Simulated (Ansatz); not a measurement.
The reference is GaP in the zinc blende structure (space group F-43m, No. 216; a = 5.438 Å).

Method: PBEsol (Ansatz, a program for electronic structure, PAW, scalar-relativistic without spin-orbit coupling).

Base values:

The volume per atom comes out as 20.11 Å³, the gap character comes out as indirect, Γ → Γ–X (87 % along) and the hole mass is 0.11, 0.37, 0.37 mₑ (at Γ).

Modification: every Ga is replaced by In, then cell and atoms are relaxed.

Tabulated Pauling electronegativity and covalent radius: Ga 1.81, 1.22 Å; In 1.78, 1.42 Å.

Problem. Estimate the effect on the volume per atom.

Solution. The volume per atom grows by 5.28 Å³ (20.11 Å³ → 25.39 Å³).

Problem. How does this affect the gap character?

Solution. The gap character goes from indirect, Γ → Γ–X (87 % along) to direct at Γ.

Problem. What does the calculation give for the hole mass after the change?

Solution. The hole mass (degenerate bands, along [100]) changes from 0.11, 0.37, 0.37 mₑ (at Γ) to 0.045, 0.43, 0.43 mₑ (at Γ).

Effective masses come from finite differences of ±0.01 Å⁻¹. Whether these cells are dynamically stable was not tested.
